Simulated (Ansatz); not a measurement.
Take Cs₂AgBiF₆ (space group Fm-3m, No. 225; a = 9.359 Å; a cell from a computed database, its experimental status unchecked) as the base. Axes: x, y, z lie along the cube axes.

Level of theory: plane-wave PAW DFT at the r2SCAN level (Ansatz, a program for electronic structure, 500 eV), no SOC.

A first run, uniaxial strain ε_zz = −1.82 %, gives secant values C11 ≈ 77 GPa and C12 ≈ 33 GPa from its stress. A second run applies biaxial strain −1.58 %, plane normal [001], relaxed out of plane.

Task: What does linear elasticity predict for −ε⊥/ε∥ in the second run, and what does the run give?

Result: Linear elasticity: 2 C12/C11 = 0.86. The run gives 1.01; any difference comes from nonlinear terms at these strains and numerical noise.

Whether these cells are dynamically stable was not tested.
